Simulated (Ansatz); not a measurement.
System: interstitial F in bcc Mo (neutral cell). Method: PBE, PAW (plane waves to 420 eV; Ansatz, a quantum-chemistry and plane-wave program).

Cell of 36 host sites held at the relaxed PBE lattice; a 2×2×3 k-point mesh shifted by half a step; Fermi-Dirac width 0.10 eV, spin-restricted; finite-size errors left in. No zero-point or tunnelling terms. Sites that were not tried may lie lower.

Barriers: single points on a 3×3×5 k-point mesh shifted by half a step at the bands' geometries.

Relaxed starting cell (atoms counted from 1):

```xyz
37
Lattice="9.4825 0.0000 0.0000 0.0000 9.4825 0.0000 0.0000 0.0000 6.3216" Properties=species:S:1:pos:R:3 pbc="T T T"
Mo     0.0139    -0.0057     0.0011
Mo     0.0072    -0.0057     3.1620
Mo    -0.0604     3.1244     0.0013
Mo    -0.0589     3.1227     3.1621
Mo    -0.0605     6.3465     0.0014
Mo    -0.0590     6.3483     3.1622
Mo     3.1719    -0.0056     0.0012
Mo     3.1515    -0.0057     3.1621
Mo     3.2934     2.8989     0.0015
Mo     3.1696     3.1404     3.1623
Mo     3.2936     6.5722     0.0014
Mo     3.1696     6.3305     3.1623
Mo     6.3458    -0.0058     0.0014
Mo     6.3511    -0.0057     3.1623
Mo     6.3283     3.1532     0.0012
Mo     6.3190     3.1619     3.1621
Mo     6.3284     6.3179     0.0012
Mo     6.3190     6.3091     3.1621
Mo     1.5585     1.5688     1.5884
Mo     1.5583     1.5690     4.7356
Mo     1.3888     4.7356     1.7680
Mo     1.3889     4.7355     4.5566
Mo     1.5584     7.9022     1.5885
Mo     1.5584     7.9021     4.7357
Mo     4.7566     1.5498     1.5996
Mo     4.7564     1.5500     4.7247
Mo     4.7716     4.7358     1.6068
Mo     4.7717     4.7358     4.7175
Mo     4.7565     7.9216     1.5997
Mo     4.7564     7.9217     4.7247
Mo     7.8819     1.5636     1.5831
Mo     7.8819     1.5636     4.7412
Mo     7.8532     4.7355     1.5733
Mo     7.8533     4.7355     4.7507
Mo     7.8820     7.9075     1.5831
Mo     7.8819     7.9075     4.7411
F      2.4223     4.7356     0.0015
```

End state 1 differs by these moves (Å; atoms that move under 0.08 Å are left out):

```csv
atom,element,Δx,Δy,Δz
5,Mo,-0.20,0.10,0.00
9,Mo,-0.10,0.20,0.00
11,Mo,0.12,-0.12,0.00
21,Mo,0.19,-0.19,0.00
22,Mo,0.19,-0.19,0.00
37,F,-0.84,0.84,0.00
```

### Question
Give the forward and backward barriers to end state 1 at the level PBE, PAW.

### Answer
forward 0.38 eV, backward 0.38 eV; at the saddle point atom 37 has neighbours 2 Mo at 2.00, Mo at 2.02, 2 Mo at 2.39 Å. The saddle point's order was not checked, and it lies on a symmetry element of the cell, where a band can be held.
